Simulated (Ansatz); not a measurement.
Reference: CdSe (F-43m), r2SCAN with spin-orbit coupling, rigid bands (plane waves, PAW; Ansatz, a quantum-chemistry and plane-wave program); axes and stresses refer to this cell.

```yaml
crystal:
  lattice:
    - [0.00000, 3.06679, 3.06679]
    - [3.06679, 0.00000, 3.06679]
    - [3.06679, 3.06679, 0.00000]
  atoms:
    - { symbol: Cd, position: [0.00000, 0.00000, 0.00000] }
    - { symbol: Se, position: [0.75000, 0.75000, 0.75000] }
```

The electron conductivity mass comes out as 0.103 mₑ. The Seebeck coefficient, p-type 1e19 cm⁻³ comes out as 315 μV/K and the hole conductivity mass is 0.79 mₑ.

**Question.** After one change the values are electron conductivity mass 0.098 mₑ; Seebeck coefficient, p-type 1e19 cm⁻³ 213 μV/K; hole conductivity mass 0.37 mₑ. Name the change that produced these shifts.
A) uniaxial stress zz = 2 GPa (compression positive)
B) biaxial stress xx = yy = -1 GPa (compression positive)
C) biaxial stress xx = yy = 2 GPa (compression positive)
D) hydrostatic pressure -2 GPa

**Answer.** A, uniaxial stress zz = 2 GPa (compression positive)

Masses are for dilute carriers at 300 K, harmonic means over directions unless an axis is named. Seebeck coefficients are for the stated density at 300 K, with one relaxation time for all states and whether or not that doping can be reached. Stresses and pressures are the targets of the relaxation.  The structure type is held under load, also where the real crystal would transform.
